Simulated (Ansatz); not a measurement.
Consider SrSnSe3 in the cubic perovskite structure (space group Pm-3m, No. 221; a = 5.240 Å; a hypothetical phase, not in the database extracts checked). Axes: x, y, z lie along the cube axes.

Method: PBEsol (Ansatz, a first-principles code; PAW; 420 eV plane waves; no spin-orbit coupling).

For the base:

* **Volume per atom**: 28.78 Å³
* **Band gap**: zero

Now apply this change: uniaxial stress, 2 GPa compression along z, with the cell and atoms free to relax against it.

Q: What happens to the volume per atom, energy relative to the base and band gap?

A: The volume per atom drops by 0.35 Å³, from 28.78 Å³ to 28.43 Å³; the energy grows by 3.3 meV/atom; the band gap is still zero.

Without a gap, meshes like the base's 9×9×9 leave anisotropic stresses uncertain by several tenths of a GPa, and small strain energies with them. Load acts through the strain it causes; cell and atoms are relaxed under it. Beyond what the load breaks, stability against distortions was not tested. The final runs are not spin-polarised. Many cubic perovskites are stable only at high temperature; tilts and polar distortions were not tested.
